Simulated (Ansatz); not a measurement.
For TaAg (model structure, P4/mmm, No. 123, 2 atoms in the cell), LDA in Ansatz (plane waves, PAW) gives:

lattice constant a: 2.754 Å
lattice parameter c: 4.323 Å
bulk modulus: 191 GPa
cohesive energy: 6.31 eV/atom

Problem. What does r²SCAN (Ansatz, a program for electronic structure, PAW) give for the same quantities?

Solution. 
- lattice constant a: 2.824 Å (goes up by 2.5 %)
- lattice parameter c: 4.333 Å (grows by 0.2 %)
- bulk modulus: 170 GPa (shrinks by 11 %)
- cohesive energy: 5.01 eV/atom (decreases by 1.30 eV/atom)

Changes are worked out from the printed values.

Unless a cell is named, each level is at its own relaxed cell (LDA 16.40, r²SCAN 17.28 Å³/atom).

Levels without +SOC leave out spin–orbit coupling, which shifts energies and cells of such heavy elements.

Caveats: the bulk modulus is −V dP/dV from two relaxed cells at ±2 % in volume (LDA, r²SCAN). Ansatz's density-functional and Hartree–Fock values are scalar-relativistic unless marked +SOC, with PAW data made under PBE.

A model structure was made by putting elements into a prototype or built by hand; it is no filed structure, need not be a known phase, and can be a saddle point held by its symmetry.
